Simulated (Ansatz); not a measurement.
Hf under a change: Hf → Sc

Base system: Hf in the hcp (Mg type) structure (space group P6_3/mmc, No. 194; a = 3.1591 Å, c = 4.9999 Å).

Perturbation: Sc takes the place of Hf on all its sites; the structure is relaxed again.

All numbers come from PBEsol, PAW, 420 eV (Ansatz, an electronic-structure program; spin-orbit coupling left out). Settings: 16×16×9 k-points, 0.05 eV Fermi–Dirac smearing, for the changed cell.

```yaml
volume_per_atom: 23.65 Å³ (base 21.61 Å³)
density: 3.16 g/cm³ (base 13.72 g/cm³)
lattice_parameter_a: 6.193 bohr (base 5.970 bohr)
c/a ratio: 1.552 (base 1.583)
space_group: P6_3/mmc (No. 194) (base P6_3/mmc (No. 194))
shortest_interatomic_distance: 5.989 bohr (base 5.848 bohr)
band_gap: zero (base zero)
```

Final structure:

```yaml
crystal:
  lattice:
    - [3.27700, 0.00000, 0.00000]
    - [-1.63850, 2.83796, 0.00000]
    - [0.00000, 0.00000, 5.08538]
  atoms:
    - { symbol: Sc, position: [0.33333, 0.66667, 0.75000] }
    - { symbol: Sc, position: [0.66667, 0.33333, 0.25000] }
```

Cost of the whole job for the changed cell (relaxation, final SCF and bands): roughly 60 core-seconds.

Stability against distortions was not tested. The final runs are not spin-polarised.
